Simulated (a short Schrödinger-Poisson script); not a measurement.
Stack: single Ge/Si0.15Ge0.85 quantum well.

```tsv
layer	material	thickness (nm)
1	Si0.15Ge0.85	20
2	Ge	5
3	Si0.15Ge0.85	20
```

The device is made up for the run: typed textbook-type constants, with dimensions and the other settings drawn at random. Ge: direct gap (eV) 0.88, conduction-band edge (eV) 0, electron mass (mₑ) 0.041, heavy-hole mass 0.21, light-hole mass 0.046. Si0.15Ge0.85: direct gap (eV) 1.36, conduction-band edge (eV) 0.4, electron mass (mₑ) 0.053, heavy-hole mass 0.24, light-hole mass 0.06.

The valence-band edge of each layer lies one gap below its conduction-band edge. The electron's potential energy rises along the stack by the applied field. Mesh 0.03 nm at interfaces.

**Question.** Estimate e1 and hh1 for infinitely high walls at zero field, and compare with the finite well.

**Answer.** ħ²π²/(2mL²) gives 366.9 meV for the electron and 71.6 meV for the heavy hole. The finite well gives 125.0 and 25.6 meV, 0.34 and 0.36 of the estimates, as the states reach into the barriers (14 % of e1 lies outside the well).

Solved with a short Schrödinger-Poisson script written for these runs: one-band effective-mass equation with BenDaniel-Duke matching, electrons, heavy and light holes apart, hard walls at the outer ends, one valence edge for both holes (no strain splitting), no charge, excitons, band mixing or non-parabolicity; under a field the levels are quasi-bound states of a box, listed while three quarters of their weight lies within 4 nm of the wells.
